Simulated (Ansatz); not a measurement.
The parent structure is LiF in the rock salt structure (space group Fm-3m, No. 225).

```yaml
crystal:
  lattice:
    - [0.00000, 1.99510, 1.99510]
    - [1.99510, 0.00000, 1.99510]
    - [1.99510, 1.99510, 0.00000]
  atoms:
    - { symbol: F, position: [0.00000, 0.00000, 0.00000] }
    - { symbol: Li, position: [0.50000, 0.50000, 0.50000] }
```

Cartesian axes are those of the cell as printed.

Calculations: r2SCAN in Ansatz (plane waves to 500 eV, PAW, without spin-orbit coupling).

The change: biaxial strain −2.81 %, plane normal [110], relaxed out of plane (Cartesian); in-plane vectors clamped, the third vector and the atoms free.

What happens to the ratio −ε⊥/ε∥?

The ratio −ε⊥/ε∥ comes out as 0.51.

What happens to the energy relative to the base?

The energy rises by 7.4 meV/atom.

Stability against distortions was not tested.

Ansatz is a first-principles code.
